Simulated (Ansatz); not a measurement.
The reference is WC (space group P-6m2, No. 187; a = 2.913 Å, c = 2.835 Å; relaxed with 0.1 eV smearing). Axes: x lies along a and z along c of the hexagonal cell.

The values are results of r2SCAN (Ansatz, a quantum-chemistry and plane-wave program, PAW, no spin-orbit coupling), not measurements.

Modification: uniaxial strain ε_zz = +1.50 %, all other strain components held at zero, atoms relaxed at fixed cell.

Problem. Predict the stress tensor and what it implies for the stiffness.

Solution. Stress of the strained cell less that of the base (GPa, compression positive):
```
   -2.5     0.0     0.0
    0.0    -2.5     0.0
    0.0     0.0   -14.3
```

Then −Δσ_ii/ε with ε = 0.0150 gives secant stiffness values (nonlinear terms included at this strain): C33 ≈ 951 GPa, C13 ≈ 164 GPa and C23 ≈ 164 GPa.

As a check, the harmonic strain energy −½ V₀ Δσ:ε is 7.0 meV/atom; the computed energy rise is 7.1 meV/atom.

No phonon test of stability was made. All final runs are without spin polarisation.
